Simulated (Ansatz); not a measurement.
Start from Cu in the fcc (Cu type) structure (space group Fm-3m, No. 225; a = 3.518 Å; relaxed with 0.1 eV smearing). Axes: x, y, z lie along the cube axes.

Level of theory: LDA (Ansatz, a quantum-chemistry and plane-wave program, PAW, scalar-relativistic without spin-orbit coupling).

One thing is altered: every lattice vector is shortened by 3.00 %, atoms relaxed at fixed cell.

Q: Predict the stress tensor and what it implies for the stiffness.

A: Stress of the strained cell less that of the base (GPa, compression positive):
```
   21.6     0.0     0.0
    0.0    21.6     0.0
    0.0     0.0    21.6
```

Then B = −ΔP/(ΔV/V₀) with ΔV/V₀ = -0.0873 gives secant stiffness values (nonlinear terms included at this strain): B ≈ 248 GPa.

As a check, the harmonic strain energy −½ V₀ Δσ:ε is 66 meV/atom; the computed energy rise is 59 meV/atom.

Stability against distortions was not tested. All final runs are without spin polarisation.
